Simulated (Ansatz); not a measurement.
The starting structures come from a database of crystals and need not be the phases stable at ambient conditions.

Inside the gap of an insulator the Bloch states are evanescent, with a wavenumber k + iκ along the transport direction.

Here is the system:

```
InLiI4O12
1.0
    4.87178    -0.00786     0.00642
    0.06532     6.50317     0.00041
   -0.10743    -0.76512     8.58579
Li In I O
1 1 4 12
Cartesian
  2.38218  -0.38649   4.29611
  2.41484   2.86510   4.29632
  2.36131   1.14431   1.35997
  2.46836   4.58589   7.23267
  4.85129   4.48527   2.04483
 -0.02162   1.24494   6.54780
  1.25444   2.38743   0.61312
  3.57523   3.34277   7.97951
  1.47153   6.12870   0.87285
  3.35814  -0.39849   7.71978
  3.77997   3.06108   2.62701
  1.04971   2.66912   5.96562
  3.83282   5.85523   2.66088
  0.99685  -0.12503   5.93175
  1.69004   1.20560   3.12096
  3.13963   4.52460   5.47168
  1.19279   4.46294   3.43266
  3.63688   1.26726   5.15997
```

Space group of this cell: P-1. The cell was relaxed by PBE-D3(BJ); by r2SCAN its mean pressure is -3.0 GPa.

Transport runs along the normal of the first two printed cell vectors.

The gap is the functional's own. No spin-orbit coupling. Mid-gap values are interpolated on the energy grid.

Give the band gap and the smallest decay constant κ at mid-gap that r2SCAN in Ansatz (a program for electronic structure) yields.

Gap 3.66 eV on a 6×6×4 mesh; κ = 0.425 1/Å, at (0.333, 0.333) of the in-plane reciprocal vectors. At the zone centre, at the nearest computed energy, the slowest state has κ = 0.43 1/Å.
